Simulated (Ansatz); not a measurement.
# A constructed model of the (110) surface of bcc Ta, a layer of Ti in place of the third plane (bottom of the slab: a bare face, its two planes held)

Computed with PBE (plane waves to 420 eV, PAW; Ansatz, a program for electronic structure).

Model: 6-atom slab, 11.6 Å thick at the start, 14x14x1 mesh, Fermi-Dirac 0.1 eV, dipole correction, 2 atoms held, the rest relaxed; start symmetry kept, larger cells not searched; no spin, no spin-orbit, no U. In PBE it is, or lies within 0.01 eV a 1x1 cell of, the lowest of the 2 structures of its composition computed so far; larger cells were not tried.

- work function of the top face = 4.71 eV
- energy released by relaxation = 0.040 eV
- cost = very roughly 90 core-seconds
